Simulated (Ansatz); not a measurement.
Partial pair distribution functions of a relaxed model of amorphous Si30N36C3, broadened by 0.06 Å; density 2.98 g/cm³. These are PBE, scalar-relativistic without spin-orbit coupling (plane waves to 420 eV, PAW; Ansatz, a first-principles code) values and carry that method's errors.

It comes from a melt-quench run on a machine-learned potential (CHGNet), relaxed afterwards by DFT. N atoms were pushed apart under 1.9 Å during the dynamics, to hinder bonds among them. The hot cell started wider than the set density and was brought back towards it in steps. It is the lowest in DFT energy of 2 quenches. It is a model cell: composition and starting density were chosen by hand, and all elements were melted together. No dispersion term was used. Its density started from a set value of 2.98 and ended at 2.98 g/cm³. The quench (nominally 450 K/ps over its main leg) was far faster than any real one, so the model tends to hold more defects than a real film. A cell of this size samples the disorder only roughly. The volume was held where the preparation left it and the shape relaxed, at a PBE pressure of 3.6 GPa. Stress components on the final sampling reach 3.9 GPa. On a 2×2×2 Γ-centred mesh force components of up to 0.19 eV/Å stay, since the relaxation ran on the zone centre alone.

```csv
r (Å),g Si-N,g Si-Si,g N-N
1.50,0.02,0.00,0.00
1.60,1.20,0.00,0.00
1.70,8.22,0.00,0.00
1.80,7.17,0.00,0.00
1.90,1.79,0.00,0.00
2.00,0.43,0.00,0.00
2.10,0.11,0.00,0.00
2.20,0.06,0.15,0.00
2.30,0.01,0.71,0.05
2.40,0.04,0.77,0.48
2.50,0.09,0.62,0.74
2.60,0.07,0.72,1.50
2.70,0.15,0.62,2.70
2.80,0.37,1.49,3.33
2.90,0.38,2.51,3.01
3.00,0.49,2.96,2.02
3.10,0.76,3.00,1.76
3.20,1.19,1.90,1.48
3.30,1.48,0.80,0.82
3.40,1.19,0.64,0.48
3.50,1.37,0.54,0.29
3.60,1.56,0.60,0.40
3.70,1.33,0.70,0.48
3.80,0.93,0.57,0.56
3.90,1.00,0.85,0.68
4.00,0.96,0.82,0.74
4.10,1.12,0.75,0.69
4.20,1.74,0.56,0.80
4.30,1.88,0.61,0.73
4.40,1.34,0.73,0.74
4.50,1.02,0.85,1.00
```

Within 2.24 Å each Si has 3.47 N neighbours on average.
